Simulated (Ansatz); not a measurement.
Structures of equal composition on the (0001) surface of 4H silicon carbide (Si plane on top): (√3x√3)R30° In adatom at H3; (√3x√3)R30° In adatom at T4. The slabs share one bottom face, and each structure is named by its start. These are constructed structures in small cells; real faces may alloy, dewet or reconstruct in larger ones, and not all known structures of the face are among them. Slabs of about 10 Å, Fermi-Dirac smearing of 0.025 eV. Bottom of the slabs: H caps. Relaxed from the named starts with such symmetry as they have, on meshes of like density; energies extrapolated to zero smearing; spin only where a row says so; no spin-orbit coupling, no U. Brackets mark spin-polarised runs, whose order is one that fits the cell. Where a second, spin-polarised start was run, the lower counts.

All values below come from HSE06, at the PBE geometry (plane waves to 420 eV, PAW; Ansatz, a program for electronic structure).

Problem. Order them by energy per 1x1 cell (lowest first) at the level HSE06, at the PBE geometry.

Solution. (√3x√3)R30° In adatom at T4 (0.000 eV), (√3x√3)R30° In adatom at H3 (0.135 eV)
